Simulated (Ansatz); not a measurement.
BeS (model structure, started from the CdTe type, P6₄22, No. 181, 6 atoms in the cell) was calculated with LDA (Ansatz, a program for electronic structure, plane waves, PAW).

Numerical settings: plane-wave cutoff 520 eV, 12×12×6 k mesh (along the axes of the cell as run), Fermi–Dirac smearing 0.01 eV, scalar-relativistic PAW data made under PBE.

The cell is the one relaxed with PBEsol. Conventional cell: a = 3.4236 Å, b = 3.4236 Å, c = 7.7459 Å, α = 90.00°, β = 90.00°, γ = 120.00°.

```
CELL_PARAMETERS angstrom
      3.42364     0.00000     0.00000
     -1.71182     2.96496     0.00000
      0.00000     0.00000     7.74593
ATOMIC_POSITIONS crystal
  Be 0.00000 0.50000 0.66667
  Be 0.50000 0.50000 0.00000
  Be 0.50000 0.00000 0.33333
  S  0.00000 0.50000 0.16667
  S  0.50000 0.50000 0.50000
  S  0.50000 0.00000 0.83333
```

### Question
List the 15 lowest band energies at Γ above −25 eV (eV, relative to the valence band maximum), grouping those that round alike.

### Answer
At Γ: -14.62, -13.06 (×2), -4.92 (×2), -2.76, -1.20 (×2), -0.67 (×2), -0.31, 0.00, 3.90 (×2), 4.81.

Note: the relaxation could raise the start's symmetry but not lower it, so the cell can be a saddle point; cell and atoms aren't relaxed at this level (pressure -2.5 GPa).

A model structure was made by putting elements into a prototype or built by hand; it is no filed structure, need not be a known phase, and can be a saddle point held by its symmetry.
